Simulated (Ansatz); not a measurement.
Migration barriers of interstitials in covalent semiconductors: PBE bands (Ansatz, an electronic-structure program, plane waves to 420 eV, PAW, climbing-image NEB) beside r2SCAN single points (500 eV) at the PBE geometries. Forward barriers of single hops from the lowest site run, static nuclei, no finite-size correction. The rows are a random draw from the bands that converged and passed our checks of state and shape. Saddle orders were checked for a part of the study's bands only and are not shown. Charge states are imposed. Spin-orbit coupling is left out.

```tsv
Defect	Route	Hop (Å), direction in the unit cell	End over start, densest mesh run (eV)	Cell and PBE mesh	r2SCAN k-points	PBE (eV)
interstitial Li in diamond, charge +1	Li moves farthest	1.55 along (-0.25, 0.25, -0.25)	0.00	216 sites, Γ	same mesh	1.82
interstitial Au in silicon, charge +1	Au moves farthest	1.92 along (0.25, -0.25, 0.00)	0.00	216 sites, one k-point at (0.250, 0.250, 0.250)	same mesh	0.09
interstitial I in silicon, charge -1	Si moves farthest	2.12 along (-0.27, -0.27, 0.00)	0.00	64 sites, 2×2×2 shifted	same mesh	1.18
interstitial O in silicon, charge 0	O moves farthest	1.71 along (0.22, 0.00, -0.22)	0.00	216 sites, Γ	same mesh	2.22
interstitial O in diamond, charge 0	O moves farthest	1.10 along (-0.09, 0.16, -0.25)	0.00	216 sites, Γ	same mesh	2.93
interstitial Be in diamond, charge +2	Be moves farthest	1.55 along (-0.25, 0.25, -0.25)	0.00	64 sites, 2×2×2 shifted	same mesh	1.35
interstitial O in silicon, charge 0	O moves farthest	1.93 along (0.22, 0.27, 0.05)	0.00	216 sites, Γ	same mesh	2.22
interstitial Mg in diamond, charge +2	Mg moves farthest	1.55 along (-0.25, 0.25, -0.25)	0.00	64 sites, 2×2×2 shifted	same mesh	2.02
```

### Question
What does r2SCAN give for each row, and how does it differ from PBE over these rows?

### Answer
In the order of the rows: 1.88, 0.21, 1.12, 2.60, 3.05, 1.35, 2.60, 2.12 eV. Against PBE it lies higher in 6 of 8 rows and lower in 1 (differences over 0.03 eV). The mean difference is +0.14 eV (median +0.11) and the mean size 0.15 eV; the largest, +0.38 eV, is in row 4.
